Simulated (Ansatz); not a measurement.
**A computed series for BeSe: pressure series**

Consider BeSe in the zinc blende structure (space group F-43m, No. 216; a = 5.1777 Å).

Cell and atoms are relaxed at each pressure.

The values are results of Ansatz (a quantum-chemistry and plane-wave program), PBE, PAW, cutoff 420 eV, no SOC, earlier PAW set, not measurements.

Notes on the quantities. hole mass: degenerate bands, along [100].

```
variant            smallest direct gap  band gap                   hole mass
-----------------  -------------------  --------  --------------------------
base                           4.22 eV   2.67 eV  0.24, 0.48, 0.48 mₑ (at Γ)
pressure −2 GPa                4.02 eV   2.73 eV  0.23, 0.50, 0.50 mₑ (at Γ)
pressure −1 GPa                4.12 eV   2.70 eV  0.23, 0.49, 0.49 mₑ (at Γ)
pressure 0.9 GPa               4.31 eV   2.65 eV  0.24, 0.48, 0.48 mₑ (at Γ)
pressure 2.1 GPa               4.42 eV   2.62 eV  0.24, 0.47, 0.47 mₑ (at Γ)
pressure 4.5 GPa               4.63 eV   2.56 eV  0.24, 0.45, 0.45 mₑ (at Γ)
pressure 9 GPa                 4.91 eV   2.45 eV  0.25, 0.43, 0.43 mₑ (at Γ)
pressure 15 GPa                4.96 eV   2.32 eV  0.26, 0.40, 0.40 mₑ (at Γ)
pressure 22.5 GPa              4.94 eV   2.17 eV  0.26, 0.37, 0.37 mₑ (at Γ)
pressure 30 GPa                4.90 eV   2.03 eV  0.27, 0.35, 0.35 mₑ (at Γ)
```

Load acts through the strain it causes; cell and atoms are relaxed under it. Effective masses come from finite differences of ±0.01 Å⁻¹. Stability against distortions was not tested. No other phases were tried under pressure.
